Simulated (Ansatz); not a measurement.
Consider SnS2 in the 2H-MoS2 type structure (space group P6_3/mmc, No. 194; a hypothetical phase, not in the database extracts checked; layered, stacked along the Cartesian z axis).

```
SnS2
1.0
    3.58877     0.00000     0.00000
   -1.79438     3.10796     0.00000
    0.00000     0.00000    11.88899
Sn S
2 4
Direct
  0.33333   0.66667   0.25000
  0.66667   0.33333   0.75000
  0.33333   0.66667   0.61434
  0.66667   0.33333   0.11434
  0.66667   0.33333   0.38566
  0.33333   0.66667   0.88566
```

Level of theory: Kohn–Sham DFT with the PBE-D3(BJ) functional, run in Ansatz (a program for electronic structure) with PAW and 420 eV plane waves, no SOC, earlier PAW set.

Base values:

- Lattice parameter a: 358.9 pm
- Band gap: zero

Now apply this change: cell and atoms relaxed at a pressure of 4.5 GPa.

**Question.** Predict the new lattice parameter a.

**Answer.** The lattice parameter a decreases by 4.53 pm to 354.3 pm.

**Question.** How does this affect the band gap?

**Answer.** The band gap remains zero.

Load acts through the strain it causes; cell and atoms are relaxed under it. No phonon test of stability was made. The final runs are not spin-polarised. A zero or small gap of SnS2 can be the functional's error rather than a property of the material.
